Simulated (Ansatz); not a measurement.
# Cs2AgBiBr6 under a change: pressure 60 GPa

Take Cs₂AgBiBr₆ (space group Fm-3m, No. 225; a = 11.477 Å) as the base.

Now apply this change: a hydrostatic pressure of 60 GPa.

Level of theory: plane-wave PAW DFT at the PBE level (Ansatz, a program for electronic structure, 420 eV), no spin-orbit coupling. Γ-centred 5×5×5 mesh, Fermi–Dirac width 0.05 eV.

```csv
quantity,base,changed,shift
volume per atom,37.79 Å³,20.62 Å³,-17.17 Å³
density,4.67 g/cm³,8.55 g/cm³,+3.886 g/cm³
lattice parameter a,11.477 Å,9.378 Å,-2.099 Å
shortest interatomic distance,2.854 Å,2.275 Å,-0.5783 Å
enthalpy H = E + PV relative to the base's energy,–,+9.50 eV/atom,–
band gap,1.32 eV,zero,–
```

Cost of the whole job for the changed cell (relaxation, final SCF and bands): roughly 50 core-seconds.

A case with no gap was solved on a k-mesh chosen for an insulator, which is coarse for it. Spin-orbit coupling, missing from the scalar runs, can matter with Bi. Load acts through the strain it causes; cell and atoms are relaxed under it. Stability against distortions was not tested. Competing high-pressure phases were not computed. No Hubbard U is applied, and correlation can decide whether such a compound is a metal. The final runs are not spin-polarised. The zero or small gap of Cs2AgBiBr6 under pressure 60 GPa can change with the level of theory.
